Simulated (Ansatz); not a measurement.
## fcc Al (1 1 1) on wurtzite GaN (0 0 1) (film strained to the substrate, faces as cut)

A periodic stack without vacuum, fcc Al (1 1 1) on wurtzite GaN (0 0 1) (film strained to the substrate, faces as cut): substrate slab Ga18N18, film Al16, surface cells [[-1, 1], [-1, -2]] and [[0, -2], [2, 0]], film strained by -2.5 and -2.5 %, faces Ga/N and Al/Al as cut (like faces can put a slab off its formula).

The start was prepared with a machine-learned potential, and the result is one local minimum, with the in-plane cell held and forces under 0.04 eV/Å; the film can end far from its bulk form.

All values below come from PBE (plane waves to 420 eV, PAW; Ansatz, a first-principles code). No spin–orbit coupling; the runs are not spin-polarised; PBE gaps are too small against experiment. Its k-point mesh 6×6×1, Fermi–Dirac width 0.05 eV.

- interface area: 26.9 Å²
- period: 25.75 Å
- gaps between the outermost planes at the two interfaces: 0.61 and 2.17 Å
- Al–N contacts across the interfaces within 1.22 times the sum of covalent radii: 9, mean 1.89 Å
- Al–Ga contacts across the interfaces within 1.22 times the sum of covalent radii: 7, mean 2.78 Å
- estimate of the barrier: withheld, since the two interfaces are unlike

```
CELL_PARAMETERS angstrom
      5.57147     0.00104    -0.18587
     -2.78507     4.82697     0.13981
     -2.03094    -0.95260    25.82108
ATOMIC_POSITIONS crystal
  Ga 0.91150 0.37763 0.04113
  Ga 0.22474 0.02257 0.04271
  Ga 0.60700 0.66455 0.04200
  Ga 0.31044 0.37100 0.14453
  Ga 0.64410 0.03615 0.14363
  Ga 0.97732 0.70263 0.14520
  N  0.96301 0.36729 0.11907
  N  0.29462 0.03241 0.11995
  N  0.62971 0.69898 0.11966
  N  0.35617 0.38111 0.22132
  N  0.68984 0.04751 0.22077
  N  0.02313 0.71371 0.22167
  Ga 0.03733 0.38356 0.24652
  Ga 0.37204 0.05130 0.24617
  Ga 0.70450 0.71836 0.24641
  Ga 0.43171 0.39822 0.34793
  Ga 0.76470 0.06558 0.34847
  Ga 0.09968 0.73336 0.34824
  N  0.08324 0.39508 0.32322
  N  0.41738 0.06198 0.32282
  N  0.75067 0.72917 0.32318
  N  0.47695 0.40864 0.42443
  N  0.81005 0.07629 0.42527
  N  0.14652 0.74529 0.42505
  Ga 0.16039 0.41410 0.44966
  Ga 0.49388 0.08319 0.45105
  Ga 0.82417 0.74400 0.44949
  Ga 0.55305 0.43443 0.55505
  Ga 0.89150 0.09110 0.54979
  Ga 0.21706 0.76165 0.55079
  N  0.20573 0.42564 0.52590
  N  0.54237 0.09713 0.52884
  N  0.86844 0.75196 0.52574
  N  0.56107 0.49449 0.63026
  N  0.96052 0.08012 0.62567
  N  0.26923 0.76199 0.62673
  Al 0.69179 0.37545 0.68762
  Al 0.20651 0.42047 0.65401
  Al 0.63820 0.86516 0.65485
  Al 0.14230 0.91216 0.67088
  Al 0.95415 0.14550 0.75580
  Al 0.45799 0.13197 0.76955
  Al 0.98318 0.65570 0.77035
  Al 0.46697 0.63586 0.75729
  Al 0.35513 0.82095 0.86051
  Al 0.84292 0.82711 0.85298
  Al 0.34290 0.32747 0.85255
  Al 0.85252 0.32137 0.85915
  Al 0.72375 0.51122 0.94489
  Al 0.22863 0.51249 0.95610
  Al 0.73310 0.01327 0.95702
  Al 0.22559 0.01346 0.94301
```
